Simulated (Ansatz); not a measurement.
Candidates (primitive cells; geometry: cell and atoms relaxed with PBEsol):
A. BeS (F-43m), a = b = c = 3.4209 Å, α = β = γ = 60.00°
B. InP (F-43m), a = b = c = 4.157 Å, α = β = γ = 60.00°
C. BN (F-43m), a = b = c = 2.550 Å, α = β = γ = 60.00°
D. BP (F-43m), a = b = c = 3.1963 Å, α = β = γ = 60.00°
E. ZnS (F-43m), a = b = c = 3.7875 Å, α = β = γ = 60.00°

Order them by band gap (highest first) at the level r2SCAN, rigid bands run with Ansatz (a first-principles code).

C (5.01 eV), A (3.55 eV), E (2.79 eV), D (1.40 eV), B (1.11 eV)

Spin-orbit coupling is left out.
